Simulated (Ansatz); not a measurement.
**BaTiO3: pressure series**

Take BaTiO3 (space group P4mm, No. 99; a = 3.985 Å, c = 4.204 Å) as the base.

Cell and atoms are relaxed at each pressure.

Calculations: PBE, PAW, 420 eV (Ansatz, a program for electronic structure; scalar-relativistic without spin-orbit coupling), earlier PAW set.

Candidates:
(a) pressure 1.5 GPa
(b) pressure −1 GPa
(c) pressure 0.7 GPa

For the base:

The smallest direct gap is 2.39 eV.

Question: Order them by smallest direct gap, lowest first.

Answer: (a) pressure 1.5 GPa (2.35 eV), (c) pressure 0.7 GPa (2.37 eV), (b) pressure −1 GPa (2.43 eV)

Load acts through the strain it causes; cell and atoms are relaxed under it. No phonon test of stability was made. All final runs are without spin polarisation.
